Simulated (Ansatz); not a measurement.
Density of states of Si₃N₄ (P6_3/m) above the conduction band minimum, PBEsol, rigid bands (Ansatz, a quantum-chemistry and plane-wave program); cell volume 146.5 Å³.

(energy from edge (eV), 10⁻³ states/eV/cell): (0.006, 52.5); (0.031, 119); (0.056, 161); (0.081, 196); (0.106, 227); (0.131, 262); (0.156, 285); (0.181, 315); (0.206, 349); (0.231, 387); (0.256, 422); (0.281, 826); (0.319, 2100); (0.344, 3770); (0.369, 4530); (0.394, 4680); (0.419, 4570); (0.444, 4480); (0.469, 4470); (0.494, 4550); (0.519, 4680); (0.544, 4990); (0.569, 5430); (0.594, 5640)

Question: What effective density of states at 300 K does this give (∫ g(E) exp(−E/k_BT) dE, both spins, divided by the cell's size)?

Answer: 1.7e19 cm⁻³, a density-of-states mass of 0.78 mₑ, valleys and band degeneracy included.

Spin-orbit coupling is left out. Geometry: cell and atoms relaxed with PBEsol.
